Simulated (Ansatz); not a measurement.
Consider the following.

```
HgSe
1.0
    0.00000     3.06666     3.06666
    3.06666     0.00000     3.06666
    3.06666     3.06666     0.00000
Hg Se
1 1
Direct
  0.00000   0.00000   0.00000
  0.75000   0.75000   0.75000
```

Level of theory: HSE06, rigid bands (plane waves, PAW, scalar-relativistic; Ansatz, a first-principles code). Cell: cell and atoms relaxed with PBEsol.

Problem. Is this a good metal at this level?

Solution. No. No gap is resolved, and few carriers conduct, as in a semimetal or a zero-gap semiconductor. N(E_F) = 0.0027 states/eV a cell at 300 K and the Drude plasma energy along the best axis is 0.173 eV, several times under that of a simple or noble metal.

Spin-orbit coupling is left out; it can open or close a small gap.
